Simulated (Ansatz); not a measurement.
LiBr in the rock salt structure (space group Fm-3m, No. 225)

```
LiBr
1.0
    0.00000     2.70567     2.70567
    2.70567     0.00000     2.70567
    2.70567     2.70567     0.00000
Br Li
1 1
Direct
  0.00000   0.00000   0.00000
  0.50000   0.50000   0.50000
```

All numbers come from Kohn–Sham DFT with the PBEsol functional, run in Ansatz (an electronic-structure program) with PAW and 420 eV plane waves, spin-orbit coupling left out. Settings: 11×11×11 k-points, 0.05 eV Fermi–Dirac smearing.

Volume per atom: 19.81 Å³
Density: 3.64 g/cm³
Band gap: 4.98 eV, indirect, K–Γ (81 % along) → Γ
Electron mass: 0.34 mₑ
Lowest conduction-band minima above the VBM: Γ 4.98 eV; L along ⟨111⟩ 5.48 eV; X along ⟨100⟩ 6.22 eV
Total energy: -1471.294 eV/atom (σ→0; compares only within this code and set-up)

Effective masses come from finite differences of ±0.01 Å⁻¹. Whether these cells are dynamically stable was not tested.
